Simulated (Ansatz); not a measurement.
MoRu (model structure, Fm-3m, No. 225, 2 atoms in the cell): bulk modulus by level of theory

No measured value is used here.

```csv
level (code),value (GPa),cell (Å³/atom)
LDA (Ansatz),250,15.72
PBE (Ansatz),215,16.59
PBEsol (Ansatz),237,16.02
r²SCAN (Ansatz),229,16.29
```

LDA, PBE, PBEsol, r²SCAN: the run has no spin polarisation, so it can have missed a magnetic state. LDA, PBE, PBEsol, r²SCAN: the bulk modulus is −V dP/dV from two relaxed cells at ±2 % in volume. Each level is taken at its own relaxed cell. Cutoffs differ between the levels. Ansatz's density-functional and Hartree–Fock values are scalar-relativistic unless marked +SOC, with PAW data made under PBE.

A model structure was made by putting elements into a prototype or built by hand; it is no filed structure, need not be a known phase, and can be a saddle point held by its symmetry.

Ansatz is an electronic-structure program.
